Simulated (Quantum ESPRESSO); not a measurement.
## Cost against accuracy: nbnd for Tl (P6_3/mmc, 4 atoms in the cell)

```yaml
crystal:
  lattice:
    - [3.50864, 0.00000, 0.00000]
    - [-1.75432, 3.03857, 0.00000]
    - [0.00000, 0.00000, 11.26560]
  atoms:
    - { symbol: Tl, position: [0.00000, 0.00000, 0.00000] }
    - { symbol: Tl, position: [0.00000, 0.00000, 0.50000] }
    - { symbol: Tl, position: [0.33333, 0.66667, 0.25000] }
    - { symbol: Tl, position: [0.66667, 0.33333, 0.75000] }
```

Method of the run: PBE, PseudoDojo standard norm-conserving (PBE) pseudopotentials (plane waves; Quantum ESPRESSO 7.5).

Base settings: ecutwfc = 65 Ry; occupations = smearing; smearing = marzari-vanderbilt; degauss = 0.0036749 Ry; potentials = {Tl: Tl.upf}; K_POINTS = automatic 9 9 3 0 0 0; conv_thr = 1e-10 Ry.

Misses are taken against the tightest run, 90, which need not be fully converged itself. The energy is the free energy per atom.

The count of work is k-points × plane waves × bands × iterations; it is no time, and leaves out set-up, grids and terms that scale otherwise. Core times come from one kind of shared machine and are given to one figure; runs under 30 s give none.

The starting cell comes from a database of computed structures (which also holds hypothetical and non-ambient phases and stackings), without a prior relaxation at this level.

The runs (nbnd): 26 | 27 | 28 | 30 | 34 | 42 | 58 | 90.

Q: Which is the coarsest setting among those run that, with all tighter ones, holds the energy within 20 meV/atom of the reference, and what does it save?

A: 27, off by 16 meV/atom; it needs 0.41 of the reference's count of work and about 0.4 of the reference's time.

Q: Which is the coarsest setting among those run that, with all tighter ones, holds the energy within 5 meV/atom of the reference, and what does it save?

A: 28, off by 1.5 meV/atom; it needs 0.39 of the reference's count of work and about 0.4 of the reference's time.

```csv
nbnd,energy less reference (meV/atom),pressure less reference (GPa),count of work / reference,core time / reference (rough)
26,346.61,2.77,0.36,0.4
27,15.82,0.17,0.41,0.4
28,1.51,0.03,0.39,0.4
30,0.00,0.00,0.42,0.4
34,0.00,0.00,0.42,0.4
42,0.00,0.00,0.53,0.5
58,0.00,0.00,0.72,0.7
90,0.00,0.00,1.0,1
```
